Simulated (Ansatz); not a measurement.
Base system: WC (space group P-6m2, No. 187; a = 2.9226 Å, c = 2.8464 Å; relaxed with 0.1 eV smearing).

(Cell as relaxed with PBE.)

Levels (all Ansatz, a first-principles code, PAW, earlier PAW set): PBE (420 eV, no SOC); r2SCAN (500 eV, scalar-relativistic without spin-orbit coupling).

Each level relaxes its own structure.

| base | PBE | r2SCAN |
|---|---|---|
| volume per atom | 10.53 Å³ | 10.42 Å³ |
| lattice parameter a | 2.923 Å | 2.913 Å |
| band gap | zero | zero |

It is then changed as follows: the cell is scaled by 1.0258 in all directions, atoms relaxed at fixed cell.

```json
[
 {"quantity": "energy relative to the base (free energy F)", "PBE": "+70 meV/atom", "r2SCAN": "___"},
 {"quantity": "band gap", "PBE": "zero", "r2SCAN": "___"},
 {"quantity": "pressure (mean of the normal stresses, compression positive)", "PBE": "-25.1 GPa", "r2SCAN": "___"}
]
```

Q: Given the PBE results, estimate those of r2SCAN.

A: 
- energy relative to the base (free energy F), r2SCAN: +73 meV/atom
- band gap, r2SCAN: zero
- pressure (mean of the normal stresses, compression positive), r2SCAN: -26.3 GPa

PBE's energy relative to the base lies 2.7 meV/atom below r2SCAN's; PBE's pressure lies 1.27 GPa above r2SCAN's; the two agree on the band gap. Neither level is exact; r2SCAN is the comparison here, not a measurement.

The cells carry an imposed strain or load. Whether these cells are dynamically stable was not tested. All final runs are without spin polarisation.
